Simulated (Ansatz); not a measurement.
The cell is built on a prototype and need not be the phase stable at ambient conditions.

The decay constant κ of evanescent states in the gap governs leakage through a thin film.

Input:

```
In2MgO4
1.0
    6.35563     0.00000     0.00000
   -3.17782     5.50414     0.00000
    3.17782     1.83471     5.18935
In Mg O
4 2 8
Direct
  0.75000   0.87500   0.37500
  0.25000   0.87500   0.87500
  0.25000   0.37500   0.87500
  0.75000   0.87500   0.87500
  0.50000   0.25000   0.25000
  0.00000   0.50000   0.50000
  0.26100   0.63050   0.10850
  0.73900   0.63050   0.63050
  0.73900   0.10850   0.63050
  0.26100   0.63050   0.63050
  0.23900   0.11950   0.64150
  0.76100   0.11950   0.11950
  0.76100   0.64150   0.11950
  0.23900   0.11950   0.11950
```

Space group of this cell: Fd-3m, spinel. The cell was relaxed by PBE-D3(BJ); by PBEsol its mean pressure is -2.3 GPa.

Transport runs along the normal of the first two printed cell vectors.

No gap correction and no spin-orbit coupling; mid-gap values are interpolated between computed energies.

Q: State the band gap and the smallest decay constant κ at mid-gap according to Ansatz (an electronic-structure program) with PBEsol.

A: Gap 1.84 eV on a 8×8×8 mesh; κ = 0.197 1/Å, at the zone centre.
